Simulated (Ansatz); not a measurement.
Subject: the formation energy of the neutral V_Si in MoSi2 (I4/mmm). Reaction: 18 MoSi2 (I4/mmm) → cell A + Si (diamond).

Cell A: a supercell of 54 sites of MoSi2 (I4/mmm) with one empty Si site amid 1 Si and 5 Mo; spin state with PBE: run without spin, k-point mesh 3×3×3.
```xyz
53
Lattice="9.6505 0.0000 0.0000 0.0000 9.6505 0.0000 0.0000 0.0000 7.8740" Properties=species:S:1:pos:R:3 pbc="T T T"
Si     1.6084     1.6084     1.2991
Si    -0.0046    -0.0046     2.6248
Si    -0.0094    -0.0094     5.2341
Si     1.6084     1.6084     6.5815
Mo    -0.0010    -0.0010     0.0057
Mo     1.6084     1.6084     3.9379
Si     1.6084     4.8381     1.3073
Si    -0.0046     3.2214     2.6248
Si    -0.0094     3.2262     5.2341
Si     1.6084     4.8199     6.5785
Mo    -0.0010     3.2179     0.0057
Mo     1.6084     4.8259     3.9389
Si     1.6084     8.0292     1.3073
Si    -0.0572     6.4337     2.6445
Si    -0.0084     6.4337     5.2338
Si     1.6084     8.0475     6.5785
Mo     0.0121     6.4337    -0.0006
Mo     1.6084     8.0415     3.9389
Si     4.8381     1.6084     1.3073
Si     3.2214    -0.0046     2.6248
Si     3.2262    -0.0094     5.2341
Si     4.8199     1.6084     6.5785
Mo     3.2179    -0.0010     0.0057
Mo     4.8259     1.6084     3.9389
Si     4.9061     4.9061     1.3258
Si     3.2214     3.2214     2.6248
Si     3.2262     3.2262     5.2341
Si     4.8299     4.8299     6.5675
Mo     3.2179     3.2179     0.0057
Mo     4.7836     4.7836     3.9584
Si     4.9061     7.9612     1.3258
Si     3.2740     6.4337     2.6445
Si     3.2252     6.4337     5.2338
Si     4.8299     8.0374     6.5675
Mo     3.2048     6.4337    -0.0006
Mo     4.7836     8.0837     3.9584
Si     8.0292     1.6084     1.3073
Si     6.4337    -0.0572     2.6445
Si     6.4337    -0.0084     5.2338
Si     8.0475     1.6084     6.5785
Mo     6.4337     0.0121    -0.0006
Mo     8.0415     1.6084     3.9389
Si     7.9612     4.9061     1.3258
Si     6.4337     3.2740     2.6445
Si     6.4337     3.2252     5.2338
Si     8.0374     4.8299     6.5675
Mo     6.4337     3.2048    -0.0006
Mo     8.0837     4.7836     3.9584
Si     7.9612     7.9612     1.3258
Si     6.4337     6.4337     5.1284
Si     8.0374     8.0374     6.5675
Mo     6.4337     6.4337    -0.0974
Mo     8.0837     8.0837     3.9584
```

Reference: Si (diamond, Fd-3m), 2 atoms in the cell, k-point mesh 10×10×10 on the run's own vectors. Conventional cell: a = b = c = 5.4697 Å, α = β = γ = 90.00°.

Reference: MoSi2 (I4/mmm), 54 atoms in the cell, the relaxed perfect crystal repeated, atoms not moved again; spin state with PBE: run without spin, k-point mesh 3×3×3 on the run's own vectors.

Plane-wave PAW calculations with Ansatz (a first-principles code), its PAW set soft_1, cutoff 420 eV. The structures are at rest with PBE, within the held lattices. Neutral cells; Fermi-Dirac smearing of at most 0.05 eV in the solids, energies taken to zero width. Larger cells are relaxed from a start prepared with the learned potential CHGNet, on a coarser mesh till forces fall under 0.03 eV/Å, which some starts already meet. A dispersion term (D3(BJ), or D4 for r2SCAN) was computed beside these levels and is taken off wherever the name lacks it. Space groups of crystals are read within 0.01 Å. Static lattices, no vibrational contributions. Cells are local rest points, mostly with their start's symmetry. No correction for cell size. Mesh and cell size may move defect energies by 0.1 eV or more. The value holds for the reservoirs listed; other chemical potentials shift it. Cell A has symmetry P4mm within 0.02 Å and got no random move, so less symmetric positions, which may lie lower, weren't tried.

Problem. What is the computed value (PBE)?

Solution. 2.84 eV, for 18 MoSi2 (I4/mmm) → cell A + Si (diamond).
